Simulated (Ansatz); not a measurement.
Start from MoTe$_{2}$ (space group P6_3/mmc, No. 194; layered, stacked along the Cartesian z axis).

```
CELL_PARAMETERS angstrom
      3.49664     0.00000     0.00000
     -1.74832     3.02818     0.00000
      0.00000     0.00000    13.69594
ATOMIC_POSITIONS crystal
  Te 0.66667 0.33333 0.38268
  Te 0.33333 0.66667 0.88268
  Te 0.33333 0.66667 0.61732
  Te 0.66667 0.33333 0.11732
  Mo 0.66667 0.33333 0.75000
  Mo 0.33333 0.66667 0.25000
```

The values are results of PBE-D3(BJ) (Ansatz, a program for electronic structure; PAW; 420 eV plane waves; no spin-orbit coupling), not measurements.

For the base:

```
Item                                                    Value
-----------------------------  ------------------------------
Gap character                  indirect, Γ → K–Γ (44 % along)
Band gap                                              0.60 eV
Width of the top valence band                         1.03 eV
```

Now apply this change: an isotropic linear strain of −2.40 %; the atoms relax in the strained cell.

Problem. How does this affect the gap character, largest internal atomic displacement, band gap, energy relative to the base and width of the top valence band?

Solution. The gap character goes from indirect, Γ → K–Γ (44 % along) to indirect, K–Γ (81 % along) → K–Γ (44 % along); the largest internal atomic displacement amounts to 0.063 Å; the band gap decreases by 0.257 eV to 0.35 eV; the energy increases by 22 meV/atom; the width of the top valence band goes up by 0.11 eV (1.03 eV → 1.14 eV).

With Te present, leaving out spin-orbit coupling can change the band edges. Stability against distortions was not tested. The D3 term's C6 switches between coordination references near this geometry, which can add small steps to energies.
